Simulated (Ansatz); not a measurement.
Effect of x(Zn) = 0.5, 8 atoms, Cmmm (arrangement A) on Cu3N

The reference is Cu$_{3}$N (space group Pm-3m, No. 221; a = 3.7649 Å).

The other end (x = 1) is Zn₃N (space group Pm-3m, No. 221; a hypothetical phase, not in the database extracts checked): 16.82 Å³/atom, gap zero; this end may not be an ambient phase.

Modification: Zn replaces 50.0 % of the Cu, ordered in a cell of 8 atoms (starting symmetry Cmmm) and fully relaxed.

Level of theory: PBEsol/PAW in Ansatz (a quantum-chemistry and plane-wave program), no SOC. Γ-centred 8×8×12 mesh, Fermi–Dirac width 0.05 eV, for the changed cell.

| quantity | base | changed | shift |
|---|---|---|---|
| volume per atom | 13.34 Å³ | 15.05 Å³ | +1.704 Å³ |
| density | 6.37 g/cm³ | 5.72 g/cm³ | -0.644 g/cm³ |
| band gap | zero | zero | – |
| mixing energy (to 0.01 eV only: unlike meshes or grids) (against an end that may be hypothetical) | – | +0.04 eV/atom | – |
| mean first-shell distances | – | Cu–N 1.908 Å (end compound 1.882 Å), Zn–N 2.021 Å (end compound 2.033 Å) | – |

Each cell is one ordered arrangement of few atoms, which overstates ordering effects compared with a random alloy. Stability against distortions was not tested. All final runs are without spin polarisation. An odd electron count without spin: Zn3Cu3N2 and Zn3N. Zn3Cu3N2 and Zn3N have a high density of states at the Fermi level and may be magnetic at this level. Gaps under 0.05 eV, about the width of the smearing, are given as zero. The zero or small gap of Cu3N can change with the level of theory.
